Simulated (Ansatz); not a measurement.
Data:

End structure of the (111) surface of germanium, Si on one of 4 surface atoms, no caps (bottom of the slab: built like the top, H on every dangling bond, free):

```yaml
crystal:
  lattice:
    - [8.14587, 0.00000, 0.00000]
    - [-4.07294, 7.05453, 0.00000]
    - [0.00000, 0.00000, 28.50000]
  atoms:
    - { symbol: Ge, position: [0.49997, 0.99993, 0.33933] }
    - { symbol: Ge, position: [0.49997, 0.50003, 0.33933] }
    - { symbol: Ge, position: [0.00000, 0.00000, 0.33967] }
    - { symbol: Ge, position: [0.00007, 0.50003, 0.33933] }
    - { symbol: Ge, position: [0.16684, 0.83316, 0.36718] }
    - { symbol: Ge, position: [0.16684, 0.33368, 0.36718] }
    - { symbol: Ge, position: [0.66632, 0.83316, 0.36718] }
    - { symbol: Ge, position: [0.66667, 0.33333, 0.36703] }
    - { symbol: Ge, position: [0.66680, 0.83340, 0.45431] }
    - { symbol: Ge, position: [0.66667, 0.33333, 0.45411] }
    - { symbol: Ge, position: [0.16660, 0.83340, 0.45431] }
    - { symbol: Ge, position: [0.16660, 0.33320, 0.45431] }
    - { symbol: Ge, position: [0.33333, 0.66667, 0.48379] }
    - { symbol: Ge, position: [0.33333, 0.16667, 0.48379] }
    - { symbol: Ge, position: [0.83333, 0.66667, 0.48379] }
    - { symbol: Ge, position: [0.83333, 0.16667, 0.48379] }
    - { symbol: Ge, position: [0.83333, 0.66667, 0.57130] }
    - { symbol: Ge, position: [0.83333, 0.16667, 0.57130] }
    - { symbol: Ge, position: [0.33333, 0.66667, 0.57130] }
    - { symbol: Ge, position: [0.33333, 0.16667, 0.57130] }
    - { symbol: Ge, position: [0.50068, 0.49932, 0.60073] }
    - { symbol: Ge, position: [0.50068, 0.00135, 0.60073] }
    - { symbol: Ge, position: [0.99865, 0.49932, 0.60073] }
    - { symbol: Ge, position: [0.00000, 0.00000, 0.60095] }
    - { symbol: Ge, position: [0.00700, 0.50350, 0.68990] }
    - { symbol: Ge, position: [0.00000, 0.00000, 0.68914] }
    - { symbol: Ge, position: [0.49650, 0.50350, 0.68990] }
    - { symbol: Ge, position: [0.49650, 0.99300, 0.68990] }
    - { symbol: Si, position: [0.66667, 0.33333, 0.69333] }
    - { symbol: Ge, position: [0.67242, 0.83621, 0.72150] }
    - { symbol: Ge, position: [0.16379, 0.32758, 0.72150] }
    - { symbol: Ge, position: [0.16379, 0.83621, 0.72150] }
    - { symbol: H, position: [0.49952, 0.99905, 0.28459] }
    - { symbol: H, position: [0.49952, 0.50048, 0.28459] }
    - { symbol: H, position: [0.00000, 0.00000, 0.28493] }
    - { symbol: H, position: [0.00095, 0.50048, 0.28459] }
```

Set-up: 36 atoms, 12.4 Å thick at the start with caps and adatoms (thin: gaps and levels are the slab's own); mesh 4x4x1; 0.025 eV smearing; dipole correction on; 8 atoms held, the rest relaxed; start symmetry kept, larger cells not searched; no spin (no spin-polarised run to compare, though such a face may carry moments), no spin-orbit, no U. The slab shows no gap over 0.04 eV on its mesh. It is one candidate, not shown to be the stable structure of the face.

**Question.** What work function of the top face does PBE run with Ansatz (a first-principles code) give?

**Answer.** 4.72 eV
